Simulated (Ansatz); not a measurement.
Take WC (space group P-6m2, No. 187; a = 2.922 Å, c = 2.847 Å) as the base.

(Cell as relaxed with PBE.)

Levels (all Ansatz, a first-principles code, PAW): PBE (420 eV, spin-orbit coupling left out); r2SCAN (500 eV, no spin-orbit coupling).

Each level relaxes its own structure.

```csv
base,PBE,r2SCAN
volume per atom,10.52 Å³,10.42 Å³
lattice parameter a,2.922 Å,2.912 Å
band gap,zero,zero
```

It is then changed as follows: cell and atoms relaxed at a pressure of 60 GPa.

```json
[
 {"quantity": "volume per atom", "PBE": "9.32 Å³", "r2SCAN": "9.26 Å³"},
 {"quantity": "c/a ratio", "PBE": "0.984", "r2SCAN": "0.983"},
 {"quantity": "band gap", "PBE": "zero", "r2SCAN": "zero"}
]
```

PBE's volume per atom lies 0.06 Å³ above r2SCAN's (0.6 %); the two agree on the band gap. Neither level is exact; r2SCAN is the comparison here, not a measurement.

Load acts through the strain it causes; cell and atoms are relaxed under it. No phonon test of stability was made. Competing high-pressure phases were not computed. The final runs are not spin-polarised.
